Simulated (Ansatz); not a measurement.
Candidates (primitive cells; geometry: cell and atoms relaxed with PBEsol):
A. BP (F-43m), a = 3.196 Å, b = 3.196 Å, c = 3.196 Å, α = 60.00°, β = 60.00°, γ = 60.00°
B. AlP (F-43m), a = b = c = 3.8682 Å, α = β = γ = 60.00°
C. InP (F-43m), a = b = c = 4.1569 Å, α = β = γ = 60.00°

Order them by Seebeck coefficient, n-type 1e19 cm⁻³ (highest first) at the level PBEsol with spin-orbit coupling, rigid bands run with Ansatz (a first-principles code).

C (-44 μV/K), B (-262 μV/K), A (-336 μV/K)

Seebeck coefficients are for the stated density at 300 K, with one relaxation time for all states and whether or not that doping can be reached.
